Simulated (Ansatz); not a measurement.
The starting structures come from a database of crystals and need not be the phases stable at ambient conditions.

 Where the default PAW files enter, the runs use the earlier of Ansatz's two default sets.

## Evanescent states of Cs₂NaBiF₆ (Fm-3m, not sure to be the ambient phase, 10 atoms a cell, 20.4 Å³ an atom, -2 GPa at this level) along the normal of (110)

These are PBEsol (plane waves, PAW; Ansatz, an electronic-structure program) values and carry that method's errors.

The gap is the functional's own, uncorrected, and κ follows it; spin-orbit coupling is left out. Mid-gap values are interpolated between the computed energies.

Energies count from the valence-band top; κ is the least over a 6×4 mesh across the current.

```json
[
 {"E (eV)": "0.12", "κ (1/Å)": "0.280", "where": "Γ"},
 {"E (eV)": "0.34", "κ (1/Å)": "0.383", "where": "off Γ"},
 {"E (eV)": "0.57", "κ (1/Å)": "0.441", "where": "off Γ"},
 {"E (eV)": "0.81", "κ (1/Å)": "0.481", "where": "off Γ"},
 {"E (eV)": "1.03", "κ (1/Å)": "0.512", "where": "off Γ"},
 {"E (eV)": "1.26", "κ (1/Å)": "0.530", "where": "off Γ"},
 {"E (eV)": "1.50", "κ (1/Å)": "0.530", "where": "off Γ"},
 {"E (eV)": "1.73", "κ (1/Å)": "0.528", "where": "off Γ"},
 {"E (eV)": "1.96", "κ (1/Å)": "0.524", "where": "off Γ"},
 {"E (eV)": "2.19", "κ (1/Å)": "0.518", "where": "off Γ"},
 {"E (eV)": "2.42", "κ (1/Å)": "0.511", "where": "off Γ"},
 {"E (eV)": "2.65", "κ (1/Å)": "0.501", "where": "off Γ"},
 {"E (eV)": "2.88", "κ (1/Å)": "0.489", "where": "off Γ"},
 {"E (eV)": "3.10", "κ (1/Å)": "0.475", "where": "off Γ"},
 {"E (eV)": "3.33", "κ (1/Å)": "0.458", "where": "off Γ"},
 {"E (eV)": "3.56", "κ (1/Å)": "0.438", "where": "off Γ"},
 {"E (eV)": "3.79", "κ (1/Å)": "0.413", "where": "off Γ"},
 {"E (eV)": "4.03", "κ (1/Å)": "0.384", "where": "off Γ"},
 {"E (eV)": "4.25", "κ (1/Å)": "0.347", "where": "off Γ"},
 {"E (eV)": "4.49", "κ (1/Å)": "0.299", "where": "off Γ"},
 {"E (eV)": "4.71", "κ (1/Å)": "0.231", "where": "off Γ"}
]
```

Q: How thick must the barrier be to attenuate the transmission by 10^4 when the electrodes' Fermi level lies at 2.65 eV, and what attenuation does that film give at 3.56 eV?

A: d = 4 ln 10 / (2 × 0.501) = 9.2 Å. At 3.56 eV it gives 4 × 0.438/0.501 = 3.5 decades.
